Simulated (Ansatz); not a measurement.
Base system: Ge in the diamond structure (space group Fd-3m, No. 227; a = 5.622 Å). Axes: x, y, z lie along the cube axes.

The values are results of Ansatz (an electronic-structure program), LDA, PAW, cutoff 420 eV, no spin-orbit coupling, not measurements.

Base values:

The pressure is 0.0 GPa, the shortest interatomic distance is 2.434 Å and the band gap is zero.

Now apply this change: uniaxial strain ε_zz = −0.50 %, all other strain components held at zero, atoms relaxed at fixed cell.

### Question
What happens to the pressure, energy relative to the base, shortest interatomic distance and band gap?

### Answer
The pressure (mean of the normal stresses, compression positive) goes from zero to 0.4 GPa; the energy is nearly the same; the shortest interatomic distance decreases by 0.004 Å, from 2.434 Å to 2.430 Å; the band gap is still zero.

Stability against distortions was not tested. The zero or small gap of Ge can change with the level of theory.
